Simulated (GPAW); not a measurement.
**Input and output of a self-consistent single point for Y₂AlCo₃ (R-3m, 6 atoms in the cell) (GPAW)**

Method: PBEsol, LCAO dzp, GPAW PAW datasets PBEsol (made by gpaw-setup) in GPAW.

Input:

```python
from ase import Atoms
from gpaw import GPAW

atoms = Atoms(['Y', 'Y', 'Al', 'Co', 'Co', 'Co'],
              cell=[[2.722583, 1.571884, 3.978596],
                    [-2.722583, 1.571884, 3.978596],
                    [0.000000, -3.143768, 3.978596]],
              scaled_positions=[[0.628583, 0.628583, 0.628583],
                                [0.371417, 0.371417, 0.371417],
                                [0.000000, 0.000000, 0.000000],
                                [0.000000, 0.500000, 0.000000],
                                [0.000000, 0.000000, 0.500000],
                                [0.500000, 0.000000, 0.000000]],
              pbc=True)

calc = GPAW(mode='lcao',
            h=0.2,
            basis='dzp',
            xc='PBEsol',
            kpts={'size': (4, 4, 4), 'gamma': True},
            occupations={'name': 'methfessel-paxton', 'width': 0.272, 'order': 0},
            convergence={'forces': 0.001},
            symmetry={'symmorphic': False, 'tolerance': 0.0005},
            maxiter=120,
            txt='-')

atoms.calc = calc

energy = atoms.get_potential_energy()
print('Energy (eV):', round(energy, 6))
forces = atoms.get_forces()
print('Forces (eV/Ang):')
print(forces.round(5))
```

Output, abridged:

```
Input parameters:
  basis: dzp
  convergence: {forces: 0.001}
  h: 0.2
  kpts: {gamma: True,
         size: (4, 4, 4)}
  maxiter: 120
  mode: lcao
  occupations: {name: methfessel-paxton,
                order: 0,
                width: 0.272}
  symmetry: {symmorphic: False,
             tolerance: 0.0005}
  xc: PBEsol

species:
  Y:
    name: Yttrium
    Z: 39.0
    valence: 11
    core: 28
    charge: 0.0
    file: Y.PBEsol.gz

    # LCAO basis set for Y:
    #   Name: dzp
    #   File: Y.dzp.basis.gz
    #   Number of radial functions: 11
    #   Number of spherical harmonics: 29
    #     l=0, rc=4.0469 Bohr: 4s-sz confined orbital
    #     l=0, rc=10.5938 Bohr: 5s-sz confined orbital
    #     l=1, rc=4.7344 Bohr: 4p-sz confined orbital
    #     l=1, rc=13.8750 Bohr: 5p-sz confined orbital
    #     l=2, rc=8.9531 Bohr: 4d-sz confined orbital
    #     l=0, rc=2.3750 Bohr: 4s-dz split-valence wave
    #     l=0, rc=6.5469 Bohr: 5s-dz split-valence wave
    #     l=1, rc=2.8438 Bohr: 4p-dz split-valence wave
    #     l=1, rc=8.7031 Bohr: 5p-dz split-valence wave
    #     l=2, rc=5.2656 Bohr: 4d-dz split-valence wave
    #     l=1, rc=10.5938 Bohr: p-type Gaussian polarization
    #   Number of RI-basis functions 0

  Al:
    name: Aluminium
    Z: 13.0
    valence: 3
    core: 10
    charge: 0.0
    file: Al.PBEsol.gz

    # LCAO basis set for Al:
    #   Name: dzp
    #   File: Al.dzp.basis.gz
    #   Number of radial functions: 5
    #   Number of spherical harmonics: 13
    #     l=0, rc=7.8750 Bohr: 3s-sz confined orbital
    #     l=1, rc=10.4219 Bohr: 3p-sz confined orbital
    #     l=0, rc=4.6094 Bohr: 3s-dz split-valence wave
    #     l=1, rc=6.2812 Bohr: 3p-dz split-valence wave
    #     l=2, rc=10.4219 Bohr: d-type Gaussian polarization
    #   Number of RI-basis functions 0

  Co:
    name: Cobalt
    Z: 27.0
    valence: 9
    core: 18
    charge: 0.0
    file: Co.PBEsol.gz

    # LCAO basis set for Co:
    #   Name: dzp
    #   File: Co.dzp.basis.gz
    #   Number of radial functions: 5
    #   Number of spherical harmonics: 15
    #     l=0, rc=8.5156 Bohr: 4s-sz confined orbital
    #     l=2, rc=4.9375 Bohr: 3d-sz confined orbital
    #     l=0, rc=5.0625 Bohr: 4s-dz split-valence wave
    #     l=2, rc=2.9375 Bohr: 3d-dz split-valence wave
    #     l=1, rc=8.5156 Bohr: p-type Gaussian polarization
    #   Number of RI-basis functions 0

Reference energy: -304271.586647  # eV

Spin-paired calculation

Convergence criteria:
 Maximum [total energy] change in last 3 cyles: 0.0005 eV / valence electron
 Maximum integral of absolute [dens]ity change: 0.0001 electrons / valence electron
 Maximum integral of absolute [eigenst]ate change: 4e-08 eV^2 / valence electron
 Maximum change in the atomic [forces] across last 2 cycles: 0.001 eV/Ang OR
Maximum error relative to the maximum force is below inf
 Maximum number of scf [iter]ations: 120

Symmetries present (total): 12
Symmetries with fractional translations: 0
64 k-points: 4 x 4 x 4 Monkhorst-Pack grid + [1/8,1/8,1/8]
13 k-points in the irreducible part of the Brillouin zone
       k-points in crystal coordinates                weights
   0:     0.00000000    0.00000000    0.00000000          1/64
   1:     0.25000000    0.00000000   -0.25000000          6/64
   2:     0.25000000    0.00000000    0.00000000          6/64
   [... 7 lines left out ...]
          ...
  12:     0.50000000    0.50000000    0.50000000          1/64

Wave functions: LCAO
  Diagonalizer: Serial LAPACK
  Atomic Correction: dense with blas
  Data-type: complex

Occupation numbers: Methfessel-Paxton:
  width: 0.2720  # eV
  order: 0

Eigensolver
   LCAO using direct dense diagonalizer

Densities:
  Coarse grid: 20*20*20 grid
  Fine grid: 40*40*40 grid
  Total Charge: 0.000000

Density mixing:
  Method: separate
  Backend: pulay
  Linear mixing parameter: 0.05
  old densities: 5
  Damping of long wavelength oscillations: 50

Hamiltonian:
  XC and Coulomb potentials evaluated on a 40*40*40 grid
  Interpolation: tri-quintic (5. degree polynomial)
  Poisson solver: FastPoissonSolver using
    Stencil: 12*3+1=37 point O(h^6) finite-difference Laplacian
    FFT axes: [np.int64(0), np.int64(1), np.int64(2)]
    FST axes: []

XC parameters: PBEsol with 2 nearest neighbor stencil

Number of atoms: 6
Number of atomic orbitals: 116
Number of bands in calculation: 36
Number of valence electrons: 52
Bands to converge: occupied

Density initialized from atomic densities

            Y

            Y

         Co     Co

           Co
            Al

Atomic positions and initial magnetic moments

Positions:
   0 Y     -0.000000    0.000000    7.502633    ( 0.0000,  0.0000,  0.0000)
   1 Y      0.000000   -0.000000    4.433155    ( 0.0000,  0.0000,  0.0000)
   2 Al     0.000000    0.000000    0.000000    ( 0.0000,  0.0000,  0.0000)
   3 Co    -1.361292    0.785942    1.989298    ( 0.0000,  0.0000,  0.0000)
   4 Co     0.000000   -1.571884    1.989298    ( 0.0000,  0.0000,  0.0000)
   5 Co     1.361292    0.785942    1.989298    ( 0.0000,  0.0000,  0.0000)

Unit cell:
           periodic     x           y           z      points  spacing
  1. axis:    yes    2.722583    1.571884    3.978596    20     0.2193
  2. axis:    yes   -2.722583    1.571884    3.978596    20     0.2193
  3. axis:    yes    0.000000   -3.143768    3.978596    20     0.2193

  Lengths:   5.070750   5.070750   5.070750
  Angles:   64.948322  64.948322  64.948323

Effective grid spacing dv^(1/3) = 0.2337

     iter     time        total  log10-change:
                         energy   eigst   dens  force
iter:   1 --:--:--   -43.762490        c
iter:   2 --:--:--   -41.848068        c -1.20
iter:   3 --:--:--   -41.351002        c -1.35
iter:   4 --:--:--   -41.497057        c -1.42
iter:   5 --:--:--   -41.148755        c -1.52
iter:   6 --:--:--   -41.027299        c -1.64
iter:   7 --:--:--   -40.976837        c -1.80
iter:   8 --:--:--   -40.994676        c -2.20
iter:   9 --:--:--   -40.963459        c -2.14
iter:  10 --:--:--   -40.959221        c -2.66
iter:  11 --:--:--   -40.957440c       c -2.99
iter:  12 --:--:--   -40.956965c       c -3.40
iter:  13 --:--:--   -40.956967c       c -3.63
iter:  14 --:--:--   -40.956901c       c -4.15c
iter:  15 --:--:--   -40.956948c       c -4.18c -2.53
iter:  16 --:--:--   -40.956952c       c -4.26c -2.37
iter:  17 --:--:--   -40.956954c       c -4.58c -3.01c

Converged after 17 iterations.

Dipole moment: (0.000000, -0.000000, -10.126902) |e|*Ang

Energy contributions relative to reference atoms: (reference = -304271.586647)

Kinetic:        +44.185434
Potential:      -35.823980
External:        +0.000000
XC:             -49.738737
Entropy (-ST):   -0.242658
Local:           +0.541658
SIC:             +0.000000
--------------------------
Free energy:    -41.078283
Extrapolated:   -40.956954

Showing only first 2 kpts
 Kpt  Band  Eigenvalues  Occupancy
  0    24      8.06066    1.94510
  0    25      8.08127    1.93009
  0    26      8.08130    1.93007
  0    27      8.10666    1.90714

  1    24      7.98552    1.97913
  1    25      8.13334    1.87688
  1    26      8.75192    0.09406
  1    27      8.85585    0.02678

Fermi level: 8.42988

No gap
No difference between direct/indirect transitions
Energy (eV): -40.956954

Forces in eV/Ang:
  0 Y     0.00000   -0.00000    0.06401
  1 Y     0.00000    0.00000   -0.06401
  2 Al    0.00000    0.00000    0.00000
  3 Co   -0.00000   -0.00000   -0.00000
  4 Co   -0.00000    0.00000   -0.00000
  5 Co    0.00000    0.00000    0.00000
```

The run converged in 17 iterations.

The starting cell comes from a database of computed structures (which also holds hypothetical and non-ambient phases and stackings), without a prior relaxation at this level. Its lattice was rescaled by a random factor within 2.5 % of one. Spin polarisation is off. Values carry the incompleteness of an atom-centred basis.

Cost on one core of a shared machine: roughly 10 min.
